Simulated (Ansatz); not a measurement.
The reference is SiO2 (space group P3_221, No. 154; a = 4.949 Å, c = 5.441 Å). Axes: x lies along a and z along c of the hexagonal cell.

Computed with Kohn–Sham DFT with the PBEsol functional, run in Ansatz (a first-principles code) with PAW and 420 eV plane waves, no spin-orbit coupling.

It is then changed as follows: the cell is stretched by 1.50 % along x with no lateral relaxation, atoms relaxed at fixed cell.

Predict the stress tensor and what it implies for the stiffness.

Stress of the strained cell less that of the base (GPa, compression positive):
```
  -1.16    0.00    0.00
   0.00   -0.03   -0.28
   0.00   -0.28   -0.13
```

Then −Δσ_ii/ε with ε = 0.0150 gives secant stiffness values (nonlinear terms included at this strain): C11 ≈ 77 GPa.

Whether these cells are dynamically stable was not tested.
